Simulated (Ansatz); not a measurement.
Results of r²SCAN in Ansatz (plane waves, PAW) for LaBr3 (P6₃/m, No. 176).

Numerical settings: plane-wave cutoff 560 eV, 6×6×8 k mesh (along the axes of the cell as run), Fermi–Dirac smearing 0.01 eV, scalar-relativistic PAW data made under PBE.

Shape and atoms are relaxed at each volume.

Pressure at four volumes; x = ln(V/31.839 Å³). One pressure is withheld.

```csv
V (Å³/atom),x,P (GPa)
30.565,-0.0408,1.309
31.839,0.0000,0.004
32.475,0.0198,-0.508
33.112,0.0392,?
```

**Question.** Pass a parabola P(x) through the three rows shown, estimate the bulk modulus and its pressure derivative near zero pressure, and predict the withheld pressure.

**Answer.** Slopes between the rows: (0.004 − (1.309))/(0.0000 − (-0.0408)) = -31.99 and (-0.508 − (0.004))/(0.0198 − (0.0000)) = -25.86 GPa. Their difference over the span 0.0606 is c = 6.13/0.0606 = 101.2 GPa, so P(x) = 1.309 + (-31.99)(x − (-0.0408)) + 101.2 (x − (-0.0408))(x − (0.0000)). At the middle row B = −dP/dx = −[-31.99 + 101.2 × 0.0408] = 27.9 GPa, and B′ = dB/dP = 2c/B = 7.3. At x = 0.0392 the parabola gives -0.933 GPa; the run gives -0.935 GPa. The Birch–Murnaghan fit to the energies at all volumes has B0 = 27.6 GPa and B′ = 7.2.

Spin–orbit coupling is not included.

Ansatz is an electronic-structure program.
